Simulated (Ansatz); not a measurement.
Base system: TiN in the rock salt structure (space group Fm-3m, No. 225).

```xyz
2
Lattice="0.0000 2.1020 2.1020 2.1020 0.0000 2.1020 2.1020 2.1020 0.0000" Properties=species:S:1:pos:R:3 pbc="T T T"
N      0.0000     0.0000     0.0000
Ti     2.1020     2.1020     2.1020
```

Cartesian axes are those of the cell as printed.

Method: PBEsol (Ansatz, a program for electronic structure, PAW, without spin-orbit coupling).

For the base:

| Quantity | Value |
|---|---|
| Band gap | zero |
| Shortest interatomic distance | 2.102 Å |

It is then changed as follows: a free-standing slab of 4 layers (8 atoms, 2 a layer) is cut normal to the z axis, with 15 Å of vacuum and the in-plane cell held at bulk.

Q: Estimate the effect on the change of the spacing d23 from its bulk value of 2.102 Å.

A: The change of the spacing d23 from its bulk value of 2.102 Å comes out as -0.7 %.

Q: What does the calculation give for the excess energy per area of both faces after the change?

A: The excess energy per area of both faces (slab less bulk energy over the cell's area: twice a surface energy) amounts to 3.1 J/m² (uncertain by up to 0.1 J/m²).

Q: What happens to the change of the spacing d12 from its bulk value of 2.102 Å?

A: The change of the spacing d12 from its bulk value of 2.102 Å amounts to -1.6 %.

Q: How does this affect the band gap?

A: The band gap stays zero.

Q: What happens to the shortest interatomic distance?

A: The shortest interatomic distance drops by 0.1495 Å to 1.952 Å.

The excess energy carries the mismatch between the slab's and the bulk's meshes. Stability against distortions was not tested. All final runs are without spin polarisation. An odd electron count without spin: TiN.
